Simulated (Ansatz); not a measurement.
Worked example: zone-centre phonon calculation of InAg3 (Pm-3m, 4 atoms in the cell) in Ansatz (an electronic-structure program).

Method of the run: LDA (PW92), default PAW files made with PBE (plane waves; Ansatz).

```xyz
4
Lattice="4.1440 0.0000 0.0000 0.0000 4.1440 0.0000 0.0000 0.0000 4.1440" Properties=species:S:1:pos:R:3 pbc="T T T"
In     0.0000     0.0000     0.0000
Ag     0.0000     2.0720     2.0720
Ag     2.0720     0.0000     2.0720
Ag     2.0720     2.0720     0.0000
```

Reference input (self-consistent single point, DFT, r2SCAN, plane waves, default PAW files made with PBE): basis.ecutwfc = 36.7 Ry; kpoints.mp_grid.grid = 6 6 6; hamiltonian.xc = r2scan; hamiltonian.pseudopotentials = {kind: paw} (the program's default PAW files); scf.occupations.method = fermi_dirac; scf.occupations.width = 0.0073 Ry. This run's input differs from it in these lines:

Ansatz 0.2 input:
```diff
@@ -11,3 +11,3 @@
 basis:
-  ecutwfc: 36.7 Ry
+  ecutwfc: 30.9 Ry
 kpoints:
@@ -15,3 +15,3 @@
 hamiltonian:
-  xc: r2scan
+  xc: lda
   pseudopotentials: { kind: paw }
@@ -19,6 +19,5 @@
   occupations: { method: fermi_dirac, width: 0.0073 Ry }
-output:
-  forces: true
-  eigenvalues: true
-  stress: true
+  convergence: { dr2_threshold: 1.0e-04 eV }
+phonons:
+  method: dfpt
```

Log, with long lists cut:

```
SCF iter   1: F=—  HF=-27831.881047 eV  |F-HF|=—  |Δ(HF+E_count)|=         —  Δρ=1.20e-2  dr2=7.85e-2  ethr=1.77e-3  ⟨swp⟩=6.0  Hψ=9178  notcnv=0  defer=43
all-band conjugate gradients solve this SCF's bands
preconditioner: auto → Kerker (q_TF=auto, 2.721 Å⁻¹)
SCF iter   2: F=—  HF=-27831.858690 eV  |F-HF|=—  |Δ(HF+E_count)|=   2.24e-2  Δρ=4.05e-3  dr2=6.84e-3  ethr=1.12e-4  ⟨swp⟩=2.5  Hψ=5077  notcnv=0  defer=49
SCF iter   3: F=—  HF=-27831.856521 eV  |F-HF|=—  |Δ(HF+E_count)|=   2.17e-3  Δρ=1.47e-3  dr2=9.81e-4  ethr=9.77e-6  ⟨swp⟩=2.3  Hψ=3486  notcnv=0  defer=49
SCF iter   4: F=—  HF=-27831.856241 eV  |F-HF|=—  |Δ(HF+E_count)|=   2.79e-4  Δρ=2.73e-4  dr2=1.43e-4  ethr=1.40e-6  ⟨swp⟩=2.3  Hψ=4142  notcnv=0  defer=49
SCF iter   5: F=—  HF=-27831.856199 eV  |F-HF|=—  |Δ(HF+E_count)|=   4.27e-5  Δρ=1.09e-4  dr2=1.88e-5  ethr=2.04e-7  ⟨swp⟩=2.3  Hψ=3475  notcnv=0  defer=49
SCF iter   6: F=-27831.856191 eV  HF=-27831.856192 eV  |F-HF|=3.53e-7  |Δ(HF+E_count)|=   6.85e-6  Δρ=2.95e-5  dr2=5.36e-7  ethr=2.69e-8  ⟨swp⟩=13.2  Hψ=23146  notcnv=0
SCF 1 converged in 6 iterations: F = -27831.856191 eV  dr2 = 5.36e-7
DFPT response loops at Γ: preconditioner auto → Kerker (q_TF=auto, 2.721 Å⁻¹) (partly filled bands, converged f_vac=0.000) …
Free energy (F): -27831.856191 eV
Internal energy: -27831.818083 eV  (E = F + TS)
E sigma→0 (E₀):  -27831.837137 eV
Entropy (-TS):   -0.038108 eV (-9.527 meV/atom)
Fermi energy:    16.397680 eV
--- Phonons (Γ-DFPT): 3 representative perturbations + reference, on 64 of 216 k-points (Σ response iterations 9) ---
  k mesh reduced under 8 symmetry operations, with k and −k counted as one. Each operation leaves every solved displacement unchanged or reverses it
  ASR residual: 1.137e-2 → 0.000e0 eV/Å²; symmetrization residual: 2.704e-7 eV/Å²
  ASR residual per site (eV/Å²): 7.59e-3 1.14e-2 1.14e-2 1.14e-2
  Γ frequencies (cm⁻¹): 0.00 0.00 0.00 89.92 89.92 89.92 93.79 93.79 93.79 148.38 148.38 148.38
  non-analytic LO–TO correction: not included (Born effective charges unavailable; polar crystals: no LO–TO splitting at Γ)
```

The run converged in 6 iterations. 

Summary of the result:
* **Free energy E − TS (on the zero of these files)**: -27831.8562 eV
* **Fermi level (on the code's own zero)**: 16.40 eV
* **Zone-centre frequencies (cm⁻¹; negative means imaginary)**: 0, 0, 0, 90, 90, 90, 94, 94, 94, 148, 148, 148

The starting cell comes from a database of published, mostly measured structures (it also holds non-ambient and calculated ones), without a prior relaxation at this level.

Cost on one core of a shared machine: roughly 70 s.
